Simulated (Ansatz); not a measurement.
We consider MnGe (model structure, started from the CsCl type, Pm-3m, No. 221, 2 atoms in the cell), described by r²SCAN (PAW; Ansatz, a quantum-chemistry and plane-wave program).

Numerical settings: plane-wave cutoff 560 eV, 18×18×18 k mesh, Fermi–Dirac smearing 0.05 eV, spin-polarised with parallel moments, scalar-relativistic PAW data made under PBE.

Cell (relaxed at this level):

```
CELL_PARAMETERS angstrom
      3.19262     0.00000     0.00000
      0.00000     3.19262     0.00000
      0.00000     0.00000     3.19262
ATOMIC_POSITIONS crystal
  Mn 0.00000 0.00000 0.00000
  Ge 0.50000 0.50000 0.50000
```
Starting moments (μB, in the order of the record's atoms Mn Ge): 4.0 0.0.

Q: What does this level give for the bulk modulus?

A: 
bulk modulus: 61.9 GPa

The run finds no gap.

Note: the magnetic order was assumed, not searched for or taken from measurement; the bulk modulus is −V dP/dV from two relaxed cells at ±2 % in volume; the relaxation could raise the start's symmetry but not lower it, so the cell can be a saddle point.

The computed numbers hold no vibrational or temperature effects.

It cost around 3 core-minutes (rough) of CPU time.

A model structure was made by putting elements into a prototype or built by hand; it is no filed structure, need not be a known phase, and can be a saddle point held by its symmetry.
